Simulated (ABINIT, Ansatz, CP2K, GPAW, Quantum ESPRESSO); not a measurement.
## One structure in several programs: MgAl3 (I4/mmm, 4 atoms in the cell)

Self-consistent single point, at a second geometry (lattice scaled by 0.98). First geometry:

```xyz
4
Lattice="-2.0455 2.0455 4.1204 2.0455 -2.0455 4.1204 2.0455 2.0455 -4.1204" Properties=species:S:1:pos:R:3 pbc="T T T"
Mg     0.0000     0.0000     0.0000
Al     0.0000     0.0000     4.1204
Al     2.0455     0.0000     2.0602
Al     0.0000     2.0455     2.0602
```

Shared settings, as Ansatz (a quantum-chemistry and plane-wave program) writes them: kpoints.mp_grid.grid = 8 8 8; scf.occupations.method = gaussian; scf.occupations.width = 0.1 eV. Potentials and cutoffs stand in the table.

```json
[
 {"code": "GPAW", "model": "PBEsol, GPAW PAW datasets PBEsol (made by gpaw-setup)", "ΔF from the first geometry (meV/atom)": "22.1", "pressure (GPa)": "6.17", "cutoff": "850 eV"},
 {"code": "Quantum ESPRESSO", "model": "PBEsol, GBRV 1.5 ultrasoft (PBESOL) pseudopotentials", "ΔF from the first geometry (meV/atom)": "20.6", "pressure (GPa)": "5.90", "cutoff": "40 Ry"},
 {"code": "ABINIT", "model": "PBEsol, norm-conserving pseudopotentials (PseudoDojo nc-sr-04 PBEsol standard)", "ΔF from the first geometry (meV/atom)": "21.0", "pressure (GPa)": "5.97", "cutoff": "42 Ha"},
 {"code": "Ansatz", "model": "PBEsol, PAW files made with PBE", "ΔF from the first geometry (meV/atom)": "21.2", "pressure (GPa)": "5.98", "cutoff": "420 eV"},
 {"code": "CP2K", "model": "PBEsol, GPW, DZVP-MOLOPT-SR-GTH basis, GTH-PBE potentials (GTH_POTENTIALS)", "ΔF from the first geometry (meV/atom)": "33.6", "pressure (GPa)": "7.98", "cutoff": "grid 1000 Ry"}
]
```

The spread over the programs that give each value: ΔF from the first geometry within 13.0 meV/atom; pressure within 2.08 GPa.

CP2K uses small atom-centred bases, whose incompleteness enters pressures, forces and empty levels differently from a plane-wave cutoff. Ansatz's pressure is given at a fixed set of plane waves, as the other plane-wave codes print theirs. In the pressure, CP2K (by 2.01) lies more than 1 GPa from the median of the plane-wave programs.

The starting cell comes from a database of computed structures (which also holds hypothetical and non-ambient phases and stackings), without a prior relaxation at this level. For this run, on top of that: lattice scaled by 0.98.

Left out of this page: Elk and FLEUR (not drawn, or without a comparable value); SIESTA (unsound by tests on forces, stress, charge or solver warnings).

Keys are those of Ansatz 0.2.
